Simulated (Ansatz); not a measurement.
CdS (model structure, started from the BN type, Pm-3n, No. 223, 12 atoms in the cell), treated with r²SCAN (plane waves, PAW; Ansatz, an electronic-structure program).

Run with plane-wave cutoff 560 eV, 6×6×6 k mesh, Fermi–Dirac smearing 0.01 eV, scalar-relativistic PAW data made under PBE.

Cell (relaxed at this level):

CdS is modelled in the cubic space group Pm-3n (No. 223), Pearson symbol cP12. Cell: a = 7.229 Å, b = 7.229 Å, c = 7.229 Å, α = 90.00°, β = 90.00°, γ = 90.00°. Cd on 6c is surrounded by 4 S at 2.556 Å. S on 6d is surrounded by 4 Cd at 2.556 Å. (Neighbours: up to the widest gap in distance over summed covalent radii, below 1.35, at either atom; cation-cation and far metal-metal contacts left out.)

**Question.** Estimate the band gap that the calculation returns.

**Answer.** 
- band gap = 1.75 eV

Note: the relaxation could raise the start's symmetry but not lower it, so the cell can be a saddle point.

Spin–orbit coupling is not included.

The computed numbers hold no vibrational or temperature effects.

It cost about 80 core-seconds (a rough figure) of CPU time.

A model structure was made by putting elements into a prototype or built by hand; it is no filed structure, need not be a known phase, and can be a saddle point held by its symmetry.
